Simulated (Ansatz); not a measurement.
A self-consistent single point of BaLi2Mg2Si2 (R3m, 7 atoms in the cell) with Ansatz (an electronic-structure program).

Level of theory: LDA (PW92), default PAW files made with PBE (plane waves; Ansatz).

The change in words: lattice scaled by 0.98; scf.occupations.width: 0.0073 Ry → 0.0037 Ry. Reference geometry:
```xyz
7
Lattice="2.2835 1.3184 8.6951 -2.2835 1.3184 8.6951 0.0000 -2.6367 8.6951" Properties=species:S:1:pos:R:3 pbc="T T T"
Ba     0.0000     0.0000     0.0500
Li     0.0000     0.0000    14.8802
Li     0.0000     0.0000    11.2051
Mg     0.0000     0.0000    22.5462
Mg     0.0000     0.0000     3.5391
Si     0.0000     0.0000    19.7700
Si     0.0000     0.0000     6.3153
```

Reference input (self-consistent single point, DFT, LDA (PW92), plane waves, default PAW files made with PBE): basis.ecutwfc = 30.9 Ry; kpoints.mp_grid.grid = 8 8 8; hamiltonian.xc = lda; hamiltonian.pseudopotentials = {kind: paw} (the program's default PAW files); scf.occupations.method = fermi_dirac; scf.occupations.width = 0.0073 Ry. This run's input differs from it in these lines:

```diff
@@ -2,5 +2,5 @@
   lattice:
-    - [2.28347900, 1.31836700, 8.69510600]
-    - [-2.28347900, 1.31836700, 8.69510600]
-    - [0.00000000, -2.63673400, 8.69510600]
+    - [2.23780900, 1.29200000, 8.52120400]
+    - [-2.23780900, 1.29200000, 8.52120400]
+    - [0.00000000, -2.58399900, 8.52120400]
   atoms:
@@ -25,3 +25,3 @@
     method: fermi_dirac
-    width: 0.0073 Ry
+    width: 0.0037 Ry
 output:
```

Output (repeated stretches shortened):

```
SCF iter   1: F=—  HF=-11205.851730 eV  |F-HF|=—  |Δ(HF+E_count)|=         —  Δρ=5.43e-3  dr2=3.05e-2  ethr=1.77e-3  ⟨swp⟩=8.3  Hψ=9969  notcnv=0  defer=10
all-band conjugate gradients solve this SCF's bands
preconditioner: auto → Kerker (q_TF=auto, 2.229 Å⁻¹)
SCF iter   2: F=—  HF=-11205.834807 eV  |F-HF|=—  |Δ(HF+E_count)|=   1.69e-2  Δρ=2.79e-3  dr2=1.34e-2  ethr=6.93e-5  ⟨swp⟩=2.2  Hψ=4141  notcnv=0  defer=72
   [... lines left out ...]
SCF iter   5: F=—  HF=-11205.830238 eV  |F-HF|=—  |Δ(HF+E_count)|=   1.34e-5  Δρ=4.27e-5  dr2=7.43e-6  ethr=2.58e-7  ⟨swp⟩=2.0  Hψ=3023  notcnv=0  defer=72
SCF iter   6: F=—  HF=-11205.830242 eV  |F-HF|=—  |Δ(HF+E_count)|=   4.25e-6  Δρ=1.21e-5  dr2=1.29e-6  ethr=1.69e-8  ⟨swp⟩=2.2  Hψ=2451  notcnv=0  defer=72
SCF iter   7: F=—  HF=-11205.830242 eV  |F-HF|=—  |Δ(HF+E_count)|=   1.41e-7  Δρ=4.37e-6  dr2=1.79e-7  ethr=2.94e-9  ⟨swp⟩=1.9  Hψ=2072  notcnv=0  defer=72
SCF iter   8: F=-11205.830242 eV  HF=-11205.830242 eV  |F-HF|=9.30e-9  |Δ(HF+E_count)|=   2.84e-8  Δρ=9.83e-7  dr2=1.10e-8  ethr=2.27e-10  ⟨swp⟩=10.5  Hψ=8886  notcnv=0
SCF 1 converged in 8 iterations: F = -11205.830242 eV  dr2 = 1.10e-8
Free energy (F): -11205.830242 eV
Internal energy: -11205.820342 eV  (E = F + TS)
E sigma→0 (E₀):  -11205.825292 eV
Entropy (-TS):   -0.009900 eV (-1.414 meV/atom)
Fermi energy:    6.234396 eV
--- Forces (eV/Å), atoms counted from 1 ---
  atom   1  Ba     0.00000000    -0.00000000    -0.24569436
  atom   2  Li     0.00000000     0.00000000     0.01256514
  atom   3  Li     0.00000000     0.00000000     0.05852031
  atom   4  Mg     0.00000000     0.00000000     0.10252308
  atom   5  Mg     0.00000000     0.00000000     0.06915863
  atom   6  Si     0.00000000    -0.00000000    -0.12050365
  atom   7  Si     0.00000000     0.00000000     0.12339528
--- Stress (GPa, compression-positive) ---
        0.012929       0.000000       0.000000
        0.000000       0.012929       0.000000
        0.000000       0.000000       0.530651
  P = ⅓ Tr σ = 0.1855 GPa (1.855 kbar)
  The stress holds the Pulay correction. Without it, at fixed plane waves, as pw.x and ABINIT print it: P = 0.1725 GPa
```

The run converged in 8 iterations. Against the reference run the free energy drops by 7.4 meV/atom, the pressure goes from -2.34 to 0.19 GPa and the largest force goes from 0.205 to 0.246 eV/Å.

The starting cell comes from a database of computed structures (which also holds hypothetical and non-ambient phases and stackings), without a prior relaxation at this level. Its lattice was rescaled by up to half a per cent. One atom was moved a little off its site on purpose. For this run, on top of that: lattice scaled by 0.98. Ansatz's pressure includes its estimate of the finite-basis (Pulay) stress.

Keys are those of Ansatz 0.2.
